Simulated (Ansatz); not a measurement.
The reference is BN (space group Pm-3n, No. 223; a = 4.440 Å; a hypothetical phase, not in the database extracts checked).

(Cell as relaxed with PBE.)

Levels (all Ansatz, a first-principles code, PAW): PBE (420 eV, scalar-relativistic without spin-orbit coupling); PBEsol (420 eV, no SOC).

Each level relaxes its own structure.

```json
[
 {"base": "volume per atom", "PBE": "7.29 Å³", "PBEsol": "7.19 Å³"},
 {"base": "lattice parameter a", "PBE": "8.391 bohr", "PBEsol": "8.351 bohr"},
 {"base": "band gap", "PBE": "4.55 eV", "PBEsol": "4.39 eV"}
]
```

One thing is altered: a hydrostatic pressure of 1.5 GPa.

```json
[
 {"quantity": "gap character", "PBE": "indirect, Γ → Γ–X (83 % along)", "PBEsol": "indirect, Γ → Γ–X (83 % along)"},
 {"quantity": "lattice parameter a", "PBE": "8.377 bohr", "PBEsol": "8.338 bohr"}
]
```

PBE's lattice parameter a lies 0.039 bohr above PBEsol's (0.5 %); the two agree on the gap character. Neither level is exact; PBEsol is the comparison here, not a measurement.

Load acts through the strain it causes; cell and atoms are relaxed under it. Gaps are Kohn–Sham eigenvalue differences; semilocal functionals usually give less than the measured gap. Stability against distortions was not tested.
